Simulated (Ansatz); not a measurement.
The reference is Hf in the hcp (Mg type) structure (space group P6_3/mmc, No. 194).

```xyz
2
Lattice="3.1978 0.0000 0.0000 -1.5989 2.7694 0.0000 0.0000 0.0000 5.0474" Properties=species:S:1:pos:R:3 pbc="T T T"
Hf     0.0000     1.8463     3.7856
Hf     1.5989     0.9231     1.2619
```

Calculations: Ansatz (a program for electronic structure), r2SCAN, PAW, cutoff 500 eV, no spin-orbit coupling, earlier PAW set.

One change was made to it. Results:

The density drops by 6.81 g/cm³, from 13.26 g/cm³ to 6.45 g/cm³; the c/a ratio increases by 0.009 (1.578 → 1.587).

Q: Which of these changes matches the shifts?
A) Hf → W
B) Hf → Lu
C) Hf → Al
D) Hf → Zr

A: D, Hf → Zr. For comparison, the density in the other runs: Hf → W gives 18.71 g/cm³; Hf → Al gives 2.80 g/cm³; Hf → Lu gives 10.02 g/cm³.

No phonon test of stability was made. For W and Al in this form, whether it has been made was not checked. The final runs are not spin-polarised. This is not the structure that W has at room temperature and ambient pressure. This is not the structure that Al has at room temperature and ambient pressure.
